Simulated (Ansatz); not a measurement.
Partial pair distribution functions of a relaxed model of amorphous Si48Ge24, broadened by 0.06 Å; density 3.24 g/cm³. Level of theory: PBE, scalar-relativistic without spin-orbit coupling (plane waves to 420 eV, PAW; Ansatz, a quantum-chemistry and plane-wave program).

It comes from a melt-quench run on a machine-learned potential (CHGNet), relaxed afterwards by DFT. The hot cell started wider than the set density and was brought back towards it in steps. It is the lowest in DFT energy of 4 quenches. It is a model cell: composition and starting density were chosen by hand, and all elements were melted together. No dispersion term was used. Its density started from a set value of 3.19 and ended at 3.24 g/cm³. The simulated quench (nominally 100 K/ps over its main leg) is rapid and tends to freeze in more defects than a deposited or slowly cooled glass has. A cell of this size samples the disorder only roughly. Volume and shape were free in the relaxation. On a 2×2×2 Γ-centred mesh force components of up to 0.19 eV/Å stay, since the relaxation ran on one k-point at (1/4, 1/4, 1/4).

```csv
r (Å),g Si-Si,g Si-Ge,g Ge-Ge
2.10,0.00,0.00,0.00
2.20,0.24,0.02,0.00
2.30,3.68,1.12,0.14
2.40,6.06,5.99,1.37
2.50,1.58,4.95,3.38
2.60,0.19,0.76,2.39
2.70,0.01,0.09,0.31
2.80,0.00,0.06,0.16
2.90,0.00,0.00,0.33
3.00,0.06,0.05,0.05
3.10,0.06,0.17,0.00
3.20,0.16,0.19,0.13
3.30,0.44,0.45,0.72
3.40,0.49,0.78,0.97
3.50,0.84,1.26,1.24
3.60,1.33,1.21,1.48
3.70,1.53,1.08,0.90
3.80,1.89,1.74,1.73
3.90,2.03,2.01,1.74
4.00,1.94,1.73,1.28
4.10,1.42,1.61,1.34
4.20,0.93,1.46,1.58
4.30,0.98,1.39,1.64
4.40,0.79,1.00,1.20
4.50,0.75,0.71,0.72
4.60,0.79,0.78,0.79
4.70,0.76,0.80,0.52
4.80,0.54,0.82,0.52
4.90,0.72,0.77,0.59
5.00,1.10,0.73,0.86
5.10,0.99,0.77,0.60
5.20,0.94,0.79,0.57
5.30,0.94,0.74,0.99
5.40,0.92,0.85,0.96
5.50,1.00,1.18,0.97
```

Within 2.68 Å each Si has 2.54 Si neighbours on average.
